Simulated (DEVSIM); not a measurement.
Structure: GaSb p-n junction from an implanted or diffused profile, at 300 K.

```csv
layer (left to right),material,thickness (μm),Nd (cm⁻³),τn (s),τp (s)
1,GaSb,54.0,1e15,6.1e-8,6.1e-8
```

Added acceptor profile: 3.5e16 cm⁻³ × exp(−(x − 0.17 μm)²/(2·(0.083 μm)²)). Left contact: ohmic. Right contact: ohmic. Voltage is applied to the left contact. Recombination: SRH at mid-gap. Mobility is μmin + (μ − μmin)/(1 + (N/Nref)^α).

Constants are typed, rounded textbook-type inputs, not results; the design itself was drawn at random and stands for no fabricated device. Values at 300 K.

```
parameter        GaSb
-------------  ------
gap (eV)        0.726
affinity (eV)    4.06
permittivity     15.7
Nc (cm⁻³)      2.1e17
Nv (cm⁻³)      1.8e19
μn (cm²/Vs)      5000
μp (cm²/Vs)       850
μn,min           1000
μp,min            190
Nref,n         2.8e17
Nref,p           9e17
αn               1.05
αp               0.65
```

Model (solved in DEVSIM): 1D drift-diffusion, Boltzmann statistics, complete ionisation; no tunnelling, impact ionisation, image-force lowering or self-heating.

The peak of the profile was swept, all else fixed.

```tsv
peak of the profile (cm^-3)	potential step across the device at zero bias (V)	dark forward voltage at 100 A/cm² (V)
3.5e15	0.015	0.698
7e15	0.051	0.823
1.8e16	0.339	0.803
3.5e16	0.365	0.759
7e16	0.387	0.721
```

From the first row to the last the potential step across the device at zero bias goes from 0.015 to 0.387. From the first row to the last the dark forward voltage at 100 A/cm² goes from 0.698 to 0.721.
